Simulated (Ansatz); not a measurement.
**NiSi with two functionals, pressure 7.5 GPa**

Take NiSi (space group Pnma, No. 62; a = 5.1898 Å, b = 3.3503 Å, c = 5.6236 Å; non-magnetic) as the base.

(Cell as relaxed with PBE.)

Levels (all Ansatz, a quantum-chemistry and plane-wave program, PAW, earlier PAW set): PBE (420 eV, no spin-orbit coupling); r2SCAN (500 eV, without spin-orbit coupling).

Each level relaxes its own structure.

```tsv
base	PBE	r2SCAN
volume per atom	12.22 Å³	11.92 Å³
band gap	zero	zero
```

Now apply this change: cell and atoms relaxed at a pressure of 7.5 GPa.

```json
[
 {"quantity": "volume per atom", "PBE": "11.73 Å³", "r2SCAN": "?"},
 {"quantity": "band gap", "PBE": "zero", "r2SCAN": "?"}
]
```

What does r2SCAN give?


- volume per atom, r2SCAN: 11.46 Å³
- band gap, r2SCAN: zero

PBE's volume per atom lies 0.27 Å³ above r2SCAN's (2.3 %); the two agree on the band gap. Neither level is exact; r2SCAN is the comparison here, not a measurement.

Load acts through the strain it causes; cell and atoms are relaxed under it. Whether these cells are dynamically stable was not tested. Competing high-pressure phases were not computed. Seeded moments were not kept for the base. The final runs are not spin-polarised.
